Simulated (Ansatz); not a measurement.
System: cubic perovskite RbCdF3. Method: rVV10 (Ansatz, a first-principles code, PAW).

Run with plane-wave cutoff 520 eV, 8×8×8 k mesh, Fermi–Dirac smearing 0.01 eV, scalar-relativistic PAW data made under PBE.

The volume scan:

```csv
V (Å³/atom),E − E_lowest (meV/atom),P (GPa)
16.634,13.86,4.45
16.988,5.91,2.79
17.342,1.42,1.31
17.696,0.00,0.00
18.050,1.31,-1.17
18.404,5.06,-2.20
18.758,10.96,-3.12
```

Task: Fit the third-order Birch–Murnaghan equation and give B0 and B′.

Result: V0 = 17.696 Å³/atom, B0 = 61.8 GPa, B′ = 4.9 (fit to the energies at full precision).

Note: the relaxation could not lower the start's symmetry, so the cell can be a saddle point above a distorted one.

Static lattice: no zero-point or thermal effects.
